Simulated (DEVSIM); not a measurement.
Device: Schottky contact on n-type Si, at 300 K.

| layer (left to right) | material | thickness (μm) | Nd (cm⁻³) | τn (s) | τp (s) |
|---|---|---|---|---|---|
| 1 | Si | 4.20 | 2.1e17 | 2.2e-6 | 2.2e-6 |
| 2 | Si | 2.20 | 1.5e18 | 2.2e-6 | 2.2e-6 |

Left contact: Schottky, work function 4.81 eV, emission velocity 2.7e6 cm/s. Right contact: ohmic. Voltage is applied to the left contact. Recombination: SRH at mid-gap, Auger. Mobility is μmin + (μ − μmin)/(1 + (N/Nref)^α).

This is a model device: material constants are rounded textbook-type values typed into the input, and sizes, dopings and lifetimes were drawn at random. Values at 300 K.

| parameter | Si |
|---|---|
| gap (eV) | 1.124 |
| affinity (eV) | 4.05 |
| permittivity | 11.7 |
| Nc (cm⁻³) | 2.86e19 |
| Nv (cm⁻³) | 3.1e19 |
| μn (cm²/Vs) | 1417 |
| μp (cm²/Vs) | 470 |
| μn,min | 52 |
| μp,min | 45 |
| Nref,n | 9.7e16 |
| Nref,p | 2.2e17 |
| αn | 0.68 |
| αp | 0.72 |
| Cn (cm⁶/s) | 2.8e-31 |
| Cp (cm⁶/s) | 9.9e-32 |

Simulated with DEVSIM: 1D drift-diffusion, Boltzmann statistics, complete ionisation; no tunnelling, impact ionisation, image-force lowering or self-heating. Metal contacts follow the ideal Schottky-Mott rule: no Fermi-level pinning, no interface dipoles.

Base results: dark forward voltage at 1 A/cm² (V) 0.339; potential step across the device at zero bias (V) 0.684; dark forward voltage at 100 A/cm² (V) 0.462.

Problem. What follows from this one change: metal work function 4.81 → 4.86 eV?

Solution. dark forward voltage at 1 A/cm² 0.339 → 0.389 V; potential step across the device at zero bias 0.684 → 0.734 V; dark forward voltage at 100 A/cm² 0.462 → 0.512 V.

Problem. What follows from this one change: metal work function 4.81 → 4.71 eV?

Solution. dark forward voltage at 1 A/cm² 0.339 → 0.239 V; potential step across the device at zero bias 0.684 → 0.584 V; dark forward voltage at 100 A/cm² 0.462 → 0.362 V.

Problem. What follows from this one change: thickness of layer 1 4.2 → 13 μm?

Solution. dark forward voltage at 1 A/cm² little changed (0.339 V); potential step across the device at zero bias little changed (0.684 V); dark forward voltage at 100 A/cm² 0.462 → 0.467 V.
